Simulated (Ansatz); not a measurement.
## H on the 1x1 (110) surface of 3C silicon carbide (cut with top plane C + Si), one in a 2x2 cell, started at the site 'hollow C-C-Si-Si'

Host crystal: 3C silicon carbide, with a band gap (PBE, scalar-relativistic without spin-orbit coupling).

All values below come from PBE (plane waves to 420 eV, PAW; Ansatz, an electronic-structure program).

Model: 49-atom slab, 7.7 Å thick at the start under the adsorbate (thin: gaps and levels are the slab's own), 3x3x1 mesh, Fermi-Dirac 0.01 eV, dipole correction, 24 atoms held, the rest relaxed; symmetry of the start imposed; spin-polarised, ending with about 1.0 μB a cell; orders that need a larger cell were not tried, no spin-orbit, no U, no dispersion correction. At the end it is bonded to Si. In PBE this state lies 1.04 eV over the lowest of the starts that converged ('over Si at depth 1.5 Å').

The adsorption energy against ½ H2(g) is -0.24 eV and the change of the step from the bottom to the top vacuum level, against the clean slab is -0.11 eV. The energy released by relaxation comes out as 2.08 eV and the height of the binding atom over the mean of the host atoms within 0.3 Å of the top one is 1.326 Å. The magnetic moment of the cell is 1.00 μB, the nearest host atoms of the binding atom comes out as Si at 1.49 Å, C at 2.77 Å, C at 2.77 Å and the largest move of a host atom comes out as 0.37 Å. The note comes out as in the relaxation the adsorbate left its starting site by 1.1 Å and the cost comes out as roughly 15 core-minutes.

A negative adsorption energy means that the adsorbate is more stable on the surface than in its reference.
